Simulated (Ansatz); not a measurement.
The starting structures come from a database of crystals and need not be the phases stable at ambient conditions.

 Where the default PAW files enter, the runs use the earlier of Ansatz's two default sets.

Input:

```xyz
12
Lattice="5.1753 0.0000 0.0000 0.0000 5.1753 0.0000 0.0000 0.0000 5.1753" Properties=species:S:1:pos:R:3 pbc="T T T"
Sn     0.0000     2.5876     2.5876
Sn     2.5876     2.5876     0.0000
Sn     2.5876     0.0000     2.5876
Sn     0.0000     0.0000     0.0000
O      3.4214     4.3415     4.3415
O      1.7539     0.8337     0.8337
O      4.3415     0.8337     1.7539
O      0.8337     4.3415     3.4214
O      0.8337     3.4214     0.8337
O      4.3415     1.7539     4.3415
O      1.7539     1.7539     3.4214
O      3.4214     3.4214     1.7539
```

Space group of this cell: Pa-3. The cell is taken as given; by r2SCAN its mean pressure is -9.1 GPa.

The numbers are results of r2SCAN (plane waves, PAW; Ansatz, a quantum-chemistry and plane-wave program), not measurements.

The current runs along the normal of the first two printed vectors; no spin-orbit coupling. Scaled by the factor s: the length along the current (ions clamped). Meshes 6×6×6 and 6×6 across the current in all rows.

```csv
s,mean pressure (GPa),band gap (eV)
0.97,-2.9,1.43
1.00,-9.1,1.13
1.03,-14.2,?
```

Q: Take the slope of the band gap against ln s from the two given rows, extrapolate to s = 1.03, and say what the run there gives.

A: Slope = (1.43 − 1.13) / ln 0.97 = -9.85 eV. The line gives 1.13 + (-9.85) × ln 1.03 = 0.84 eV. The run gives 0.78 eV, 0.06 eV under the line, 20 % of the predicted step.
